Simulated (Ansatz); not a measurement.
**Effect of Pt → Pd on Pt**

Start from Pt in the fcc (Cu type) structure (space group Fm-3m, No. 225; a = 3.940 Å).

It is then changed as follows: Pd takes the place of Pt on all its sites, then cell and atoms are relaxed.

Computed with r2SCAN, PAW, 500 eV (Ansatz, a quantum-chemistry and plane-wave program; spin-orbit coupling left out). Γ-centred 20×20×20 mesh, Fermi–Dirac width 0.05 eV.

```csv
quantity,base,changed,shift
volume per atom,15.29 Å³,14.93 Å³,-0.369 Å³
density,21.18 g/cm³,11.84 g/cm³,-9.34 g/cm³
lattice parameter a,3.940 Å,3.908 Å,-0.032 Å
space group,Fm-3m (No. 225),Fm-3m (No. 225),–
shortest interatomic distance,2.786 Å,2.764 Å,-0.0226 Å
band gap,zero,zero,–
```

Final structure:

```xyz
1
Lattice="0.0000 1.9542 1.9542 1.9542 0.0000 1.9542 1.9542 1.9542 0.0000" Properties=species:S:1:pos:R:3 pbc="T T T"
Pd     0.0000     0.0000     0.0000
```

No phonon test of stability was made. All final runs are without spin polarisation. Pd has a high density of states at the Fermi level and may be magnetic at this level.
